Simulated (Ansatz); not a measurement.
Consider ZnS in the wurtzite structure (space group P6_3mc, No. 186).

```xyz
4
Lattice="3.7822 0.0000 0.0000 -1.8911 3.2755 0.0000 0.0000 0.0000 6.2077" Properties=species:S:1:pos:R:3 pbc="T T T"
Zn     0.0000     2.1836     0.0026
Zn     1.8911     1.0918     3.1064
S      0.0000     2.1836     2.3253
S      1.8911     1.0918     5.4291
```

Computed with PBEsol (Ansatz, a program for electronic structure; PAW; 420 eV plane waves; no SOC).

Strains are applied to the cell and any free atomic positions relax.

One change was made to it. Results:

The width of the top valence band shrinks by 0.285 eV to 1.95 eV; the pressure (mean of the normal stresses, compression positive) goes from zero to -57.2 kbar; the electron mass goes from 0.16 mₑ along c, 0.18 mₑ across (at Γ) to 0.14 mₑ along c, 0.16 mₑ across (at Γ); the band gap decreases by 0.38 eV to 1.77 eV.

Q: Which of these changes matches the shifts?
(A) isotropic strain +3.00 %
(B) isotropic strain +1.80 %
(C) isotropic strain +0.60 %
(D) isotropic strain +2.40 %
(E) isotropic strain +1.20 %

A: A, isotropic strain +3.00 %. For comparison, the band gap in the other runs: isotropic strain +2.40 % gives 1.85 eV; isotropic strain +1.80 % gives 1.92 eV; isotropic strain +1.20 % gives 2.00 eV; isotropic strain +0.60 % gives 2.08 eV.

Masses are band curvatures over ±0.01 Å⁻¹ around the edge. Gaps are read on the SCF mesh and a high-symmetry path. No phonon test of stability was made.
